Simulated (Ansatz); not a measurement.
# MgTe: response to strain

The parent structure is MgTe in the zinc blende structure (space group F-43m, No. 216; a = 6.3681 Å). Axes: x, y, z lie along the cube axes.

Strains are applied to the cell and any free atomic positions relax; under biaxial strain the out-of-plane vector relaxes too.

Method: DFT with LDA, PAW potentials and a 420 eV plane-wave cutoff in Ansatz (an electronic-structure program), without spin-orbit coupling.

Candidates:
(a) biaxial strain −1.25 %, plane normal [111], relaxed out of plane
(b) biaxial strain +2.50 %, plane normal [111], relaxed out of plane
(c) biaxial strain +0.42 %, plane normal [111], relaxed out of plane
(d) biaxial strain +1.67 %, plane normal [111], relaxed out of plane

**Question.** Order them by out-of-plane strain, highest first.

**Answer.** (a) biaxial strain −1.25 %, plane normal [111], relaxed out of plane (+1.11 %), (c) biaxial strain +0.42 %, plane normal [111], relaxed out of plane (-0.35 %), (d) biaxial strain +1.67 %, plane normal [111], relaxed out of plane (-1.43 %), (b) biaxial strain +2.50 %, plane normal [111], relaxed out of plane (-2.15 %)

Stability against distortions was not tested.
